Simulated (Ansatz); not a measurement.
Functionals compared on a constructed model of the (111) surface of fcc Ni, ferromagnetic, from a spin-polarised start, a pseudomorphic layer of Cr in the host's stacking (bottom of the slab: a bare face, its two planes held), in Ansatz (plane waves, PAW). The structure was relaxed with PBE; the other rows are single points on it. Cutoff 420 eV.

Model: 7-atom slab, 12.5 Å thick at the start, 17x17x1 mesh, Fermi-Dirac 0.1 eV, dipole correction, 2 atoms held, the rest relaxed; start symmetry kept, larger cells not searched; spin-polarised, ending with about 3.1 μB a cell; orders that need a larger cell were not tried, no spin-orbit, no U. In PBE it is, or lies within 0.01 eV a 1x1 cell of, the lowest of the 2 structures of its composition computed so far; larger cells were not tried. These notes are the PBE run's.

```tsv
functional	work function of the top face (eV)	magnetic moment of the cell (μB)	rough cost of the single point
PBE	5.44	3.08	–
RPBE	5.31	3.12	about 3 core-minutes (a rough figure)
```

Ansatz is a first-principles code.
